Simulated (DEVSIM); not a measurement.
Device: abrupt Ge p-n junction, at 300 K.

```tsv
layer (left to right)	material	thickness (μm)	Nd (cm⁻³)	Na (cm⁻³)	τn (s)	τp (s)
1	Ge	21.0	-	1.2e15	7.5e-7	7.5e-7
2	Ge	8.10	1.6e15	-	7.5e-7	7.5e-7
```

Left contact: ohmic. Right contact: ohmic. Voltage is applied to the left contact. Recombination: SRH at mid-gap. Mobility is μmin + (μ − μmin)/(1 + (N/Nref)^α).

Constants are typed, rounded textbook-type inputs, not results; the design itself was drawn at random and stands for no fabricated device. Values at 300 K.

| parameter | Ge |
|---|---|
| gap (eV) | 0.664 |
| affinity (eV) | 4 |
| permittivity | 16 |
| Nc (cm⁻³) | 1.04e19 |
| Nv (cm⁻³) | 6e18 |
| μn (cm²/Vs) | 3900 |
| μp (cm²/Vs) | 1900 |
| μn,min | 150 |
| μp,min | 100 |
| Nref,n | 2.6e17 |
| Nref,p | 4e17 |
| αn | 0.56 |
| αp | 0.6 |

Model (solved in DEVSIM): 1D drift-diffusion, Boltzmann statistics, complete ionisation; no tunnelling, impact ionisation, image-force lowering or self-heating.

The doping Na of layer 1 was swept, all else fixed.

```
doping Na of layer 1 (cm^-3)  potential step across the device at zero bias (V)  largest field in the device at zero bias (V/cm)  dark forward voltage at 1 A/cm² (V)  dark forward voltage at 100 A/cm² (V)
----------------------------  -------------------------------------------------  -----------------------------------------------  -----------------------------------  -------------------------------------
3.6e13                                                                    0.132                                             1900                                0.088                                  0.744
1.2e14                                                                    0.158                                             2300                                0.102                                  0.509
3.6e14                                                                    0.186                                             3200                                0.122                                  0.441
1.2e15                                                                    0.217                                             5100                                0.139                                  0.395
3.6e15                                                                    0.245                                             7000                                0.148                                  0.365
1.2e16                                                                    0.276                                             9000                                0.153                                  0.340
3.6e16                                                                    0.305                                              ___                                0.154                                    ___
```

### Question
Some entries are withheld; supply them.

### Answer

- 3.6e16, largest field in the device at zero bias (V/cm): 12000
- 3.6e16, dark forward voltage at 100 A/cm² (V): 0.323
